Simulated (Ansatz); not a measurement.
Start from MoPt (space group Pmma, No. 51; a = 4.455 Å, b = 2.719 Å, c = 4.913 Å; a cell from a computed database, its experimental status unchecked).

Levels (all Ansatz, a first-principles code, PAW): PBEsol (420 eV, scalar-relativistic without spin-orbit coupling); PBEsol+SOC (420 eV, with spin-orbit coupling).

The geometry is relaxed with PBEsol.

* **PBEsol pressure**: 0.0 GPa

With PBEsol+SOC at the same geometry, the pressure goes from zero to -0.3 GPa.

Single points use the geometry relaxed with PBEsol. Differences between runs with and without spin-orbit coupling are approximate. Whether these cells are dynamically stable was not tested. The runs without spin-orbit coupling are not spin-polarised.
